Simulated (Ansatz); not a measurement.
Results of revPBE in Ansatz (PAW) for AlB2-type ZrB2.

Numerical settings: plane-wave cutoff 520 eV, 24×24×18 k mesh (along the axes of the cell as run), Fermi–Dirac smearing 0.08 eV (set by the program), scalar-relativistic PAW data made under PBE.

Cell (relaxed at this level):

ZrB2 is modelled in the hexagonal space group P6/mmm (No. 191), Pearson symbol hP3. Cell: a = b = 3.183 Å, c = 3.555 Å, α = β = 90.00°, γ = 120.00°. Zr on 1a has 12 B at 2.557 Å. B on 2d is coordinated by 3 B at 1.838 Å and 6 Zr at 2.557 Å. (Neighbours: up to the widest gap in distance over summed covalent radii, below 1.35, at either atom; cation-cation and far metal-metal contacts left out.)

Q: Predict the elastic constant C66, Voigt–Reuss–Hill bulk modulus, elastic constant C33, elastic constant C11, elastic constant C12, elastic constant C13 and elastic constant C44.

A: 
elastic constant C66: 248 GPa
Voigt–Reuss–Hill bulk modulus: 232 GPa
elastic constant C33: 420 GPa
elastic constant C11: 550 GPa
elastic constant C12: 54.0 GPa
elastic constant C13: 115 GPa
elastic constant C44: 244 GPa

Measured, for comparison: elastic constant C33 441 GPa, elastic constant C11 568 GPa, elastic constant C12 57 GPa, elastic constant C13 121 GPa (room temperature, not corrected to a static lattice; as tabulated in Zhang et al. (2020), arXiv:1911.03307). Computed (rounded) less measured: elastic constant C33 -5 %, elastic constant C11 -3 %, elastic constant C12 -5 %, elastic constant C13 -5 %.

Elastic constants are with the ions relaxed.

Ansatz is a program for electronic structure.
